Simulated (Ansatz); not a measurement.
System: ZrRu (model structure, Fm-3m, No. 225, 2 atoms in the cell). Method: PBEsol (PAW; Ansatz, a program for electronic structure).

Run with plane-wave cutoff 520 eV, 18×18×18 k mesh, Fermi–Dirac smearing 0.05 eV, no spin polarisation, scalar-relativistic PAW data made under PBE.

Cell (relaxed at this level):

```
CELL_PARAMETERS angstrom
      0.00000     2.64394     2.64394
      2.64394     0.00000     2.64394
      2.64394     2.64394     0.00000
ATOMIC_POSITIONS crystal
  Ru 0.00000 0.00000 0.00000
  Zr 0.50000 0.50000 0.50000
```

Task: Give the computed bulk modulus B0.

Result: 
bulk modulus B0: 154 GPa

Note: the run has no spin polarisation, so it can have missed a magnetic state; the bulk modulus is −V dP/dV from two relaxed cells at ±2 % in volume; the relaxation could raise the start's symmetry but not lower it, so the cell can be a saddle point.

Computed values are for the static lattice.

It cost around 50 core-seconds (rough) of CPU time.

A model structure was made by putting elements into a prototype or built by hand; it is no filed structure, need not be a known phase, and can be a saddle point held by its symmetry.
